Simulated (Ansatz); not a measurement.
Space group Fm-3m (No. 225); a = 4.0071 Å, b = 4.0071 Å, c = 4.0071 Å, α = 90.00°, β = 90.00°, γ = 90.00°

```csv
atom,site,symmetry,x,y,z
H,4a,m-3m,0.0000,0.0000,0.0000
Li,4b,m-3m,0.5000,0.5000,0.5000
```
(The calculation used a cell of 2 atoms; values per cell refer to that cell.)

The cell is fixed at its relaxed static size. Melting and transitions to other phases are not modelled. An odd repeat of the supercell leaves out some zone-boundary points, where instabilities often lie.

Task: Is this phase dynamically stable in the harmonic approximation, and at 300, 600 K by the stochastic self-consistent harmonic approximation in a 3×3×3 supercell, PBE in Ansatz (an electronic-structure program)? Give the softest mode in each case.

Result: Harmonic: softest mode 240 cm⁻¹ at q = (0.00, 0.00, 0.33), so stable at the wave vectors of the supercell. 300 K: stable, softest second derivative of the free energy 239 cm⁻¹ (error under 1) at q = (0.00, 0.00, 0.33), at 2.5 GPa in this cell. 600 K: stable, softest second derivative of the free energy 234 cm⁻¹ (error 8) at q = (0.00, 0.00, 0.33), at 3.5 GPa in this cell. The verdict is statistical, holds for these wave vectors and this fixed cell alone, and errs towards stability where frames are few. Wave vectors are fractions of the primitive cell's reciprocal vectors.
